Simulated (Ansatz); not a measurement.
Take Zr in the hcp (Mg type) structure (space group P6_3/mmc, No. 194; a = 3.1438 Å, c = 5.0928 Å; relaxed with 0.1 eV smearing) as the base.

All numbers come from DFT with LDA, PAW potentials and a 420 eV plane-wave cutoff in Ansatz (a program for electronic structure), without spin-orbit coupling.

Strains are applied to the cell and any free atomic positions relax.

One change was made to it. Results:

| quantity | base | after |
|---|---|---|
| band gap | zero | zero |
| energy relative to the base (free energy F) | 0 meV/atom | +38 meV/atom |
| pressure (mean of the normal stresses, compression positive) | 0.0 GPa | -6.8 GPa |

Task: Which change produced these results?
A) isotropic strain −0.50 %
B) isotropic strain +2.50 %
C) isotropic strain −1.00 %
D) isotropic strain +1.00 %
E) isotropic strain −3.00 %

Result: B, isotropic strain +2.50 %. For comparison, the energy relative to the base in the other runs: isotropic strain +1.00 % gives +6.2 meV/atom; isotropic strain −0.50 % gives +1.6 meV/atom; isotropic strain −3.00 % gives +61 meV/atom; isotropic strain −1.00 % gives +6.5 meV/atom.

Stability against distortions was not tested. The final runs are not spin-polarised.
